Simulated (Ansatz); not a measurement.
## Response to strain in Ru

Consider Ru in the hcp (Mg type) structure (space group P6_3/mmc, No. 194; relaxed with 0.1 eV smearing).

```
CELL_PARAMETERS angstrom
      2.69139     0.00000     0.00000
     -1.34570     2.33081     0.00000
      0.00000     0.00000     4.24891
ATOMIC_POSITIONS crystal
  Ru 0.66667 0.33333 0.75000
  Ru 0.33333 0.66667 0.25000
```

Cartesian axes are those of the cell as printed.

Strains are applied to the cell and any free atomic positions relax.

All numbers come from PBEsol in Ansatz (plane waves to 420 eV, PAW, spin-orbit coupling left out).

Candidates:
(a) uniaxial strain ε_xx = −2.00 %
(b) uniaxial strain ε_xx = +3.00 %
(c) uniaxial strain ε_xx = −3.00 %

Notes on the quantities. energy relative to the base: free energy F.

Question: Order them by energy relative to the base, highest first.

Answer: (c) uniaxial strain ε_xx = −3.00 % (+26 meV/atom), (b) uniaxial strain ε_xx = +3.00 % (+21 meV/atom), (a) uniaxial strain ε_xx = −2.00 % (+11 meV/atom)

No phonon test of stability was made. All final runs are without spin polarisation.

Ansatz is a first-principles code.
